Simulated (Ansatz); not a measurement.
Take ZnS in the wurtzite structure (space group P6_3mc, No. 186; a = 3.845 Å, c = 6.306 Å) as the base. Axes: x lies along a and z along c of the hexagonal cell.

All numbers come from PBE (Ansatz, a program for electronic structure, PAW, scalar-relativistic without spin-orbit coupling).

Modification: the cell is scaled by 1.0138 in all directions, atoms relaxed at fixed cell.

**Question.** Predict the stress tensor and what it implies for the stiffness.

**Answer.** Stress of the strained cell less that of the base (GPa, compression positive):
```
  -2.57    0.00    0.00
   0.00   -2.57    0.00
   0.00    0.00   -2.65
```

Then B = −ΔP/(ΔV/V₀) with ΔV/V₀ = 0.0420 gives secant stiffness values (nonlinear terms included at this strain): B (at held cell shape, above the free-shape value) ≈ 62 GPa.

As a check, the harmonic strain energy −½ V₀ Δσ:ε is 6.8 meV/atom; the computed energy rise is 7.1 meV/atom.

Whether these cells are dynamically stable was not tested.
